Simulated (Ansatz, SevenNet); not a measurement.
SnTe (model structure, started from the wurtzite type, P6₃mc, No. 186, 4 atoms in the cell): properties by level of theory

```csv
level (code),lattice parameter a (Å),lattice parameter c (Å)
SevenNet-l3i5,5.096,8.361
r²SCAN (Ansatz),5.396,…
r²SCAN+rVV10 (Ansatz),5.356,…
```

### Question
Some entries are withheld; supply them.

### Answer

- r²SCAN (Ansatz, a first-principles code), lattice parameter c (Å): 6.484
- r²SCAN+rVV10 (Ansatz), lattice parameter c (Å): 6.406

Caveats: the cell has another shape than the first-principles one, perhaps another minimum in the same group (SevenNet-l3i5). Ansatz's density-functional and Hartree–Fock values are scalar-relativistic unless marked +SOC, with PAW data made under PBE.

Static lattice: no zero-point or thermal effects.

A model structure was made by putting elements into a prototype or built by hand; it is no filed structure, need not be a known phase, and can be a saddle point held by its symmetry.
